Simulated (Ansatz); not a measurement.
**A short convergence ladder for BaTiO3 (Amm2, 5 atoms in the cell)**

```
BaTiO3
1.0
    4.00325     0.00000     0.00000
    0.00000     2.87691     2.88972
    0.00000    -2.87691     2.88972
Ba Ti O
1 1 3
Direct
  0.00000   0.00341   0.00341
  0.50000   0.51850   0.51850
  0.50000   0.97843   0.49135
  0.50000   0.49135   0.97843
  0.00000   0.48820   0.48820
```

Base method: LDA (PW92), default PAW files made with PBE (plane waves; Ansatz, a quantum-chemistry and plane-wave program).

Base settings: basis.ecutwfc = 420 eV; kpoints.mp_grid.grid = 6 6 6; hamiltonian.xc = lda; hamiltonian.pseudopotentials = {kind: paw} (the program's default PAW files); scf.occupations.method = fixed.

Core times come from one kind of shared machine, to one figure; runs under 30 s give none.

**Zone-centre phonons against the cutoff**

In this ladder: phonons.method = dfpt; phonons.dielectric = true; phonons.rigid_motions = translations.

The mesh stays at the base's, so the ladder's end is converged at best in this setting alone.

Frequencies are those of the unrelaxed cell, without the LO-TO term of polar crystals.

Only quantities that move along the ladder and can be compared are tabulated.

ε∞ and Born charges come from denser meshes that the program picks itself.

```csv
basis.ecutwfc,highest zone-centre frequency (cm⁻¹),lowest optical frequency (cm⁻¹),largest Born charge (mean of the diagonal) (e),mean ε∞,core time / last (rough)
210 eV,629.6,132.5,6.630,5.992,0.6
295 eV,450.8,87.6,6.257,5.969,0.7
355 eV,479.0,130.8,6.235,5.968,0.9
420 eV,479.5,133.2,6.235,5.969,1
```

Coarsest basis.ecutwfc that holds the largest Born charge (mean of the diagonal) within 0.02 e of the last step, with all finer ones: 355 eV; the step before is off by 0.022 e.

Coarsest basis.ecutwfc that holds the lowest optical frequency within 5 cm⁻¹ of the last step, with all finer ones: 355 eV; the step before is off by 46 cm⁻¹.

Coarsest basis.ecutwfc that holds the highest zone-centre frequency within 5 cm⁻¹ of the last step, with all finer ones: 355 eV; the step before is off by 29 cm⁻¹.

On the base run: the starting cell comes from a database of computed structures (which also holds hypothetical and non-ambient phases and stackings), without a prior relaxation at this level. Its lattice was rescaled by up to half a per cent. In the base run, with a pressure of about -11 GPa the cell is away from its equilibrium volume at this level.

Keys are those of Ansatz 0.2.
